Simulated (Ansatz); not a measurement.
Input:

```
CELL_PARAMETERS angstrom
      0.00000     2.25742     2.27436
      2.25742     0.00000     2.27436
      2.25742     2.25742     0.00000
ATOMIC_POSITIONS crystal
  P  0.75000 0.75000 0.75000
  B  0.00000 0.00000 0.00000
```

No spin polarisation.

A single point on BP with a change (uniaxial stress, 2 GPa tension along z), its geometry relaxed with PBEsol.

All numbers come from plane-wave PAW DFT at the r2SCAN level (Ansatz, a first-principles code, 500 eV), spin-orbit coupling left out. Settings: 13×13×13 k-points, 0.05 eV Fermi–Dirac smearing.

Task: Predict the electron mass and band gap.

Result: 
```json
{
  "electron_mass": "1.2 mₑ along k, 0.22 mₑ across (off the special points)",
  "band_gap": "1.36 eV"
}
```

Single points use the geometry relaxed with PBEsol. Load acts through the strain it causes; cell and atoms are relaxed under it. Effective masses come from finite differences of ±0.01 Å⁻¹. Along k means along the line from Γ to the band edge. Beyond what the load breaks, stability against distortions was not tested. The cell was made from BP in the zinc blende structure (space group F-43m, No. 216) by this change: uniaxial stress, 2 GPa tension along z.
